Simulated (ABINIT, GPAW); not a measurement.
A GPAW input for a self-consistent single point of Mo2N (I4_1/amd, 6 atoms in the cell) (DFT LDA (Perdew-Wang 92), plane waves, GPAW PAW datasets LDA (gpaw-data 1.0.1)):

```python
from ase import Atoms
from ase.units import GPa
from gpaw import GPAW

atoms = Atoms(['Mo', 'Mo', 'Mo', 'Mo', 'N', 'N'],
              cell=[[-2.148637, 2.148637, 4.014046],
                    [2.148637, -2.148637, 4.014046],
                    [2.148637, 2.148637, -4.014046]],
              positions=[[0.000000, 2.148637, 3.909360],
                         [-0.000000, 0.000000, 1.902337],
                         [-0.000000, 0.000000, 6.125755],
                         [-0.000000, 2.148637, 0.104686],
                         [2.148637, 0.000000, 2.007023],
                         [0.000000, 0.000000, 4.014046]],
              pbc=True)

calc = GPAW(mode={'name': 'pw', 'ecut': 900},
            xc='LDA',
            kpts=(7, 7, 7),
            occupations={'name': 'fermi-dirac', 'width': 0.1},
            nbands=-14,
            convergence={'density': 1e-05, 'energy': 1e-05},
            symmetry={'symmorphic': False, 'tolerance': 0.0005},
            maxiter=100)

atoms.calc = calc

energy = atoms.get_potential_energy()
print('Energy (eV):', round(energy, 6))
forces = atoms.get_forces()
print('Forces (eV/Ang):')
print(forces.round(5))
stress = atoms.get_stress()
print('Stress (GPa, Voigt):', (stress / GPa).round(4))
```

Problem. Translate this input to ABINIT.

Solution. This is the input that was run; spellings and numerical settings could be chosen otherwise.

```
# Mo2N, PseudoDojo nc-sr-04 LDA standard
pp_dirpath "./"
pseudos "Mo.upf, N.upf"
acell 3*1.0 Angstrom
rprim
        -2.1486370000    2.1486370000    4.0140460000
         2.1486370000   -2.1486370000    4.0140460000
         2.1486370000    2.1486370000   -4.0140460000
natom 6
ntypat 2
znucl 42 7
typat 1 1 1 1 2 2
xred
         0.9869600000    0.4869600000    0.5000000000
         0.2369600000    0.2369600000    0.0000000000
         0.7630400000    0.7630400000    0.0000000000
         0.5130400000    0.0130400000    0.5000000000
         0.2500000000    0.7500000000    0.5000000000
         0.5000000000    0.5000000000    0.0000000000
ecut 42
ixc 7
occopt 3
tsmear 0.00367493
nband 42
kptopt 1
ngkpt 7 7 7
nshiftk 1
shiftk 0 0 0
nstep 80
tolvrs 1.0e-11
prtwf 0
prtden 0
enunit 1
```

Basis settings and potentials, where a program has them, do not carry over. This input uses DFT, LDA (PW92), plane waves, norm-conserving pseudopotentials (PseudoDojo nc-sr-04 LDA standard). LDA parametrisations can differ slightly between programs.

The starting cell comes from a database of computed structures (which also holds hypothetical and non-ambient phases and stackings), without a prior relaxation at this level. Its lattice was rescaled by a random factor within 2.5 % of one.
